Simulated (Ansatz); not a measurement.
The reference is Li in the bcc (W type) structure (space group Im-3m, No. 229; a = 3.435 Å).

The values are results of Ansatz (a program for electronic structure) PBEsol, without spin-orbit coupling, earlier PAW set, not measurements.

Before the change:

- Volume per atom: 20.26 Å³

The change: a hydrostatic pressure of 9 GPa.

Problem. How does this affect the volume per atom?

Solution. The volume per atom shrinks by 6.133 Å³ to 14.12 Å³.

Load acts through the strain it causes; cell and atoms are relaxed under it. No phonon test of stability was made. Measured, Li leaves this structure (for fcc) near 7.5 GPa (temperature not stated; as listed in Olga Degtyareva, NATO science for peace and security series. B, Physics and biophysics (2010)).
